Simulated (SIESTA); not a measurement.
**Worked example: self-consistent single point of BaSrI₄ (R-3m, 6 atoms in the cell) in SIESTA**

Computed with GGA PBEsol, numerical atomic orbitals DZP, PseudoDojo PBEsol standard norm-conserving potentials (rewritten from UPF to PSML) (SIESTA 5.4.2).

This input was run:

```
# files in the folder: Ba.psml Sr.psml I.psml (PseudoDojo PBEsol standard)
SystemName  BaSrI4
SystemLabel BaSrI4

NumberOfAtoms                6
NumberOfSpecies              3
%block ChemicalSpeciesLabel
  1 56 Ba
  2 38 Sr
  3 53 I
%endblock ChemicalSpeciesLabel
LatticeConstant              1.0 Ang
%block LatticeVectors
     2.935010000    1.694529000    9.363820000
    -2.935010000    1.694529000    9.363820000
     0.000000000   -3.389058000    9.363820000
%endblock LatticeVectors
AtomicCoordinatesFormat      Fractional
%block AtomicCoordinatesAndAtomicSpecies
     0.000000000    0.000000000    0.000000000  1
     0.500000000    0.500000000    0.500000000  2
     0.622803000    0.622803000    0.622803000  3
     0.377197000    0.377197000    0.377197000  3
     0.870907000    0.870907000    0.870907000  3
     0.129093000    0.129093000    0.129093000  3
%endblock AtomicCoordinatesAndAtomicSpecies

XC.functional                GGA
XC.authors                   PBEsol
PAO.BasisSize                DZP
PAO.EnergyShift              0.01 Ry
MeshCutoff                   350 Ry
%block kgrid.MonkhorstPack
    3   0   0  0.0
    0   3   0  0.0
    0   0   3  0.0
%endblock kgrid.MonkhorstPack
OccupationFunction           FD
ElectronicTemperature        10 K

MaxSCFIterations             150
SCF.Mixer.Method             Broyden
SCF.Mixer.Weight             0.1
SCF.Mixer.History            6
SCF.DM.Tolerance             1.0E-05
Diag.ParallelOverK           true
WriteForces                  true
```

Output (repeated stretches shortened):

```
reinit: Reading from file input.fdf

reinit: System Name: BaSrI4
reinit: System Label: BaSrI4

coor:   Atomic-coordinates input format  =     Fractional

siesta: Atomic coordinates (Bohr) and species
siesta:      0.00000   0.00000   0.00000  1        1
siesta:      0.00000   0.00000  26.54258  2        2
siesta:      0.00000   0.00000  33.06160  3        3
siesta:      0.00000   0.00000  20.02357  3        4
siesta:      0.00000   0.00000  46.23224  3        5
siesta:      0.00000   0.00000   6.85292  3        6

siesta: System type = bulk

initatomlists: Number of atoms, orbitals, and projectors:      6    70   164

siesta: ******************** Simulation parameters ****************************
redata: Spin configuration                          = none
redata: Time-Reversal Symmetry                      = T
redata: Number of Atomic Species                    =        3
redata: Mesh Cutoff                                 =   350.0000 Ry
redata: Net charge of the system                    =     0.0000 |e|
redata: Min. number of SCF Iter                     =        0
redata: Max. number of SCF Iter                     =      150
redata: SCF convergence failure will abort job
redata: SCF mix quantity                            = Hamiltonian
redata: Mix DM or H after convergence               =   F
redata: Recompute H after scf cycle                 =   F
redata: Mix DM in first SCF step                    =   T
redata: No kicks to SCF
redata: DM Mixing Weight for Kicks                  =     0.5000
redata: Require Harris convergence for SCF          =   F
redata: Harris energy tolerance for SCF             =     0.000100 eV
redata: Require DM convergence for SCF              =   T
redata: DM tolerance for SCF                        =     0.000010
redata: Require EDM convergence for SCF             =   F
redata: EDM tolerance for SCF                       =     0.001000 eV
redata: Require H convergence for SCF               =   T
redata: Hamiltonian tolerance for SCF               =     0.001000 eV
redata: Require (free) Energy convergence for SCF   =   F
redata: (free) Energy tolerance for SCF             =     0.000100 eV
redata: Using DFT-D3 dispersion                     =   F
redata: Using Saved Data (generic)                  =   F
redata: Method of Calculation                       = Diagonalization
redata: Electronic Temperature                      =    10.0000 K
redata: Number of TDED substeps                     =        3
redata: Dynamics option                             = Single-point calculation
redata: Save all siesta data in one NC              =   F
redata: ***********************************************************************

%block SCF.Mixers
  Broyden
%endblock SCF.Mixers

%block SCF.Mixer.Broyden
  # Mixing method
  method broyden

  # Mixing options
  weight 0.1000
  weight.linear 0.1000
  weight.prime 0.1000
  history 6
%endblock SCF.Mixer.Broyden

DM_history_depth set to one: no extrapolation allowed by default for geometry relaxation
Size of DM history Fstack: 1
Total number of electrons:    48.000000
Total ionic charge:    48.000000

* ProcessorY, Blocksize:    1  64

* Orbital distribution balance (max,min):    70    70

 Kpoints in:           18 . Kpoints trimmed:           14

siesta: k-grid: Number of k-points = 14
siesta: k-points from Monkhorst-Pack grid
siesta: k-cutoff (effective) =     8.805 Ang
siesta: k-point supercell and displacements
siesta: k-grid:     3     0     0      0.000
siesta: k-grid:     0     3     0      0.000
siesta: k-grid:     0     0     3      0.000

diag: Algorithm                                     = D&C
diag: Parallel over k                               =   F
diag: Use parallel 2D distribution                  =   F
diag: Parallel block-size                           = 64
diag: Parallel distribution                         =     1 x     1
diag: Used triangular part                          = Lower
diag: Absolute tolerance                            =  0.100E-15
diag: Orthogonalization factor                      =  0.100E-05
diag: Memory factor                                 =  1.0000

superc: Internal auxiliary supercell:     5 x     5 x     5  =     125
superc: Number of atoms, orbitals, and projectors:    750   8750  20500

                        Single-point calculation

superc: Internal auxiliary supercell:     5 x     5 x     5  =     125
superc: Number of atoms, orbitals, and projectors:    750   8750  20500

outcell: Unit cell vectors (Ang):
        2.935010    1.694529    9.363820
       -2.935010    1.694529    9.363820
        0.000000   -3.389058    9.363820

outcell: Cell vector modules (Ang)   :    9.958255    9.958255    9.958255
outcell: Cell angles (23,13,12) (deg):     34.2829     34.2829     34.2829
outcell: Cell volume (Ang**3)        :    279.4235
new_DM -- step:     1
Initializing Density Matrix...

Attempting to read DM from file... Failed...
DM filled with atomic data:

InitMesh: MESH = 108 x 108 x 108 = 1259712
InitMesh: Mesh cutoff (required, used) =   350.000   367.657 Ry

stepf: Fermi-Dirac step function

        iscf     Eharris(eV)        E_KS(eV)     FreeEng(eV)     dDmax    Ef(eV) dHmax(eV)
   scf:    1    -3107.595595    -3102.640802    -3102.640802  1.732505 -4.111813  3.472460
   scf:    2    -3102.815976    -3102.729556    -3102.729556  0.010763 -4.309016  3.006529
   scf:    3    -3103.110641    -3102.955157    -3102.955157  0.057678 -2.487072  0.360567
   scf:    4    -3102.958587    -3102.956892    -3102.956892  0.002319 -2.536321  0.263235
   scf:    5    -3102.963197    -3102.960500    -3102.960500  0.012154 -2.693717  0.019766
   scf:    6    -3102.960556    -3102.960529    -3102.960529  0.000298 -2.691453  0.013904
   [... 8 lines left out ...]
   scf:   15    -3102.960565    -3102.960565    -3102.960565  0.000036 -2.689397  0.000472
   scf:   16    -3102.960565    -3102.960565    -3102.960565  0.000024 -2.689411  0.000398
   scf:   17    -3102.960565    -3102.960565    -3102.960565  0.000016 -2.689424  0.000334
   scf:   18    -3102.960565    -3102.960565    -3102.960565  0.000011 -2.689436  0.000279
   scf:   19    -3102.960565    -3102.960565    -3102.960565  0.000009 -2.689448  0.000235

SCF Convergence by DM+H criterion
max |DM_out - DM_in|         :     0.0000085740
max |H_out - H_in|      (eV) :     0.0002349205
SCF cycle converged after 19 iterations

Using DM_out to compute the final energy and forces

siesta: E_KS(eV) =            -3102.9606

siesta: E_KS - E_eggbox =     -3102.9606

siesta: Atomic forces (eV/Ang):
     1   -0.000000   -0.000000    0.000000
     2   -0.000000    0.000000    0.000000
     3    0.000000    0.000000    0.007207
     4    0.000000   -0.000000   -0.007207
     5    0.000000   -0.000000    0.028966
     6    0.000000    0.000000   -0.028966
   Tot    0.000000    0.000000    0.000000
   Max    0.028966
   Res    0.009950    sqrt( Sum f_i^2 / 3N )
   Max    0.028966    constrained

Stress tensor Voigt[x,y,z,yz,xz,xy] (kbar):       15.48       15.48       13.88       -0.00        0.00       -0.00
(Free)E + p*V (eV/cell)    -3105.5672
Target enthalpy (eV/cell)    -3102.9606

siesta: Program's energy decomposition (eV):
siesta: Ebs     =      -684.105735
siesta: Eions   =      5145.444381
siesta: Ena     =      1604.823395
siesta: Ekin    =       773.010309
siesta: Enl     =       464.178058
siesta: Eso     =         0.000000
siesta: Edftu   =         0.000000
siesta: DEna    =        36.082453
siesta: DUscf   =         0.993318
siesta: DUext   =         0.000000
siesta: Ex      =      -755.906759
siesta: Ec      =       -80.696957
siesta: Exc     =      -836.603716
siesta: Eharris =     -3102.960565
siesta: Etot    =     -3102.960565
siesta: FreeEng =     -3102.960565

siesta: Stress tensor (static) (eV/Ang**3):
siesta:     0.009660    0.000000   -0.000000
siesta:    -0.000000    0.009660   -0.000000
siesta:     0.000000   -0.000000    0.008665

siesta: Cell volume =        279.423481 Ang**3

siesta: Pressure (static):
siesta:                Solid            Molecule  Units
siesta:          -0.00010160         -0.00011009  Ry/Bohr**3
siesta:          -0.00932850         -0.01010788  eV/Ang**3
siesta:         -14.94590776        -16.19461447  kBar
```

The run converged in 19 iterations.

The starting cell comes from a database of computed structures (which also holds hypothetical and non-ambient phases and stackings), without a prior relaxation at this level. Values carry the incompleteness of an atom-centred basis.

Cost on one core of a shared machine: roughly 2 min.
